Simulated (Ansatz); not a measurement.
For MoN2 (P4/mbm, No. 127; start mp-1080193), LDA in Ansatz (PAW) gives:

| Property | Value |
|---|---|
| lattice constant a | 4.264 Å |
| lattice parameter c | 2.708 Å |
| bulk modulus B0 | 393 GPa |
| cohesive energy | 6.98 eV/atom |

Question: What does r²SCAN in Ansatz (plane waves, PAW) give for the same quantities?

Answer: 
- lattice constant a: 4.318 Å (grows by 1.3 %)
- lattice parameter c: 2.740 Å (goes up by 1.2 %)
- bulk modulus: 360 GPa (falls by 8.4 %)
- cohesive energy: 5.05 eV/atom (drops by 1.93 eV/atom)

Changes are worked out from the printed values.

Unless a cell is named, each level is at its own relaxed cell (LDA 8.21, r²SCAN 8.52 Å³/atom).

Caveats: the bulk modulus is −V dP/dV from two relaxed cells at ±2 % in volume (LDA, r²SCAN); the relaxation could not lower the start's symmetry, so the cell can be a saddle point above a distorted one (LDA, r²SCAN). Ansatz's density-functional and Hartree–Fock values are scalar-relativistic unless marked +SOC, with PAW data made under PBE.

A start named mp-… is a Materials Project structure, which can be a computed phase never made.

Ansatz is a program for electronic structure.
